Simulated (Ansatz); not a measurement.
PtAu (P-6m2, No. 187, 2 atoms in the cell; start mp-1186779), treated with PBEsol in Ansatz (plane waves, PAW).

Run with plane-wave cutoff 520 eV, 24×24×12 k mesh (along the axes of the cell as run), Fermi–Dirac smearing 0.05 eV, scalar-relativistic PAW data made under PBE.

Cell (relaxed at this level):

```cif
data_AuPt
_chemical_formula_sum 'Pt1 Au1'
_space_group_name_H-M_alt 'P-6m2'
_space_group_IT_number 187
_space_group_name_Hall 'P -6 2'
_cell_length_a 2.78211
_cell_length_b 2.78211
_cell_length_c 4.77522
_cell_angle_alpha 90.000
_cell_angle_beta 90.000
_cell_angle_gamma 120.000
loop_
_atom_site_label
_atom_site_type_symbol
_atom_site_symmetry_multiplicity
_atom_site_Wyckoff_symbol
_atom_site_fract_x
_atom_site_fract_y
_atom_site_fract_z
_atom_site_occupancy
Pt1 Pt 1 e 0.66667 0.33333 0.00000 1
Au1 Au 1 b 0.00000 0.00000 0.50000 1
```

Task: What does this level give for the bulk modulus?

Result: 
- bulk modulus: 224 GPa

The run finds no gap.

Note: the bulk modulus is −V dP/dV from two relaxed cells at ±2 % in volume; the relaxation could not lower the start's symmetry, so the cell can be a saddle point above a distorted one.

Spin–orbit coupling is not included; it can shift volumes and moduli of such heavy elements.

The computed numbers hold no vibrational or temperature effects.

Computing time: about 5 core-minutes (a rough figure).

A start named mp-… is a Materials Project structure, which need not be a measured phase.

Ansatz is a first-principles code.
